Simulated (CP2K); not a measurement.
Checking a run of CP2K on Cs₂TlSbF₆ (Fm-3m, 10 atoms in the cell). The aim is a self-consistent single point with DFT LDA (Pade form), GPW, DZVP-MOLOPT-SR-GTH basis, GTH-PADE potentials (GTH_POTENTIALS).

Cell that was meant: a = 6.9556 Å, b = 6.9556 Å, c = 6.9556 Å, α = 60.00°, β = 60.00°, γ = 60.00°.

Part of the input:

```
  &DFT
    BASIS_SET_FILE_NAME BASIS_MOLOPT
    POTENTIAL_FILE_NAME GTH_POTENTIALS
    CHARGE 2
    &QS
      METHOD GPW
      EPS_DEFAULT 1E-10
```

The program printed (abridged):

```
 GLOBAL| Method name                                                        CP2K
   [... lines left out ...]
                           76                78.000                        0.974

 Number of electrons:                                                         76
 Number of occupied orbitals:                                                 38
 Number of molecular orbitals:                                                51

 Number of orbital functions:                                                144
 Number of independent orbital functions:                                    144
 SCF WAVEFUNCTION OPTIMIZATION

  Step     Update method      Time    Convergence         Total energy    Change
     1 NoMix/Diag. 0.20E+00      -     1.00082431      -240.7247526177 -2.41E+02
     2 Broy./Diag. 0.20E+00      -     0.33929474      -228.9121344353  1.18E+01
     3 Broy./Diag. 0.20E+00      -     0.31670288      -237.4930760027 -8.58E+00
     4 Broy./Diag. 0.20E+00      -     0.10332314      -242.0752213573 -4.58E+00
     5 Broy./Diag. 0.20E+00      -     0.06670767      -240.5303966912  1.54E+00
     6 Broy./Diag. 0.20E+00      -     0.03887529      -241.5527275964 -1.02E+00
   [... 6 lines left out ...]
    13 Broy./Diag. 0.20E+00      -     0.00005575      -241.7065251221  1.75E-04
    14 Broy./Diag. 0.20E+00      -     0.00000245      -241.7066694312 -1.44E-04
    15 Broy./Diag. 0.20E+00      -     0.00000198      -241.7066894990 -2.01E-05
    16 Broy./Diag. 0.20E+00      -     0.00000026      -241.7066957746 -6.28E-06
  *** SCF run converged in    16 steps ***

  Overlap energy of the core charge distribution:               0.00000000158722
  Self energy of the core charge distribution:               -562.78802006736873
  Core Hamiltonian energy:                                    149.17713693310745
  Hartree energy:                                             212.58583595020275
  Exchange-correlation energy:                                -40.68164859129400
  Electronic entropic energy:                                  -0.00000000083051
  Fermi energy:                                                -0.00659136343806

  Total energy:                                              -241.70669577459583
  Total energy (extrapolated to T->0):                       -241.70669577418059

   [... lines left out ...]
 STRESS|                        x                   y                   z
 STRESS|      x       -2.02816706814E+05   5.51171152960E-01   3.94031922338E-01
 STRESS|      y        5.51171152960E-01  -2.02816963784E+05   3.42871560478E-01
 STRESS|      z        3.94031922338E-01   3.42871560478E-01  -2.02817441823E+05
 STRESS| 1/3 Trace                                            -2.02817037474E+05
```

**Question.** Can these results be used? Check the input.

**Answer.** The run is not sound. The fault is an unintended net charge. A charged periodic cell changes the electron count and is neutralised by a uniform background, so energy, forces and pressure belong to another system. To fix it, remove the charge. The run converged in 16 iterations without an error; against the sound input the pressure goes from -3.35 to -20.28 GPa, the largest force goes from 0.035 to 2.168 eV/Å and the gap on the mesh goes from 2.354 to 0.640 eV.

The sound input it was made from differs as follows (other fixes are possible):
```diff
-    CHARGE 2
```

With that input, the run converged in 14 iterations: free energy E − TS -6574.8414 eV; top of the valence band (on the code's own zero) 2.79 eV; gap on the k-point mesh 2.35 eV; pressure -3.35 GPa; largest force (vector length) 0.035 eV/Å (DFT LDA (Pade form), GPW, DZVP-MOLOPT-SR-GTH basis, GTH-PADE potentials (GTH_POTENTIALS)).

On the sound input: the starting cell comes from a database of computed structures (which also holds hypothetical and non-ambient phases and stackings), without a prior relaxation at this level. Spin-orbit coupling is off. Values carry the incompleteness of an atom-centred basis. With a pressure of about -3 GPa the cell is away from its equilibrium volume at this level.
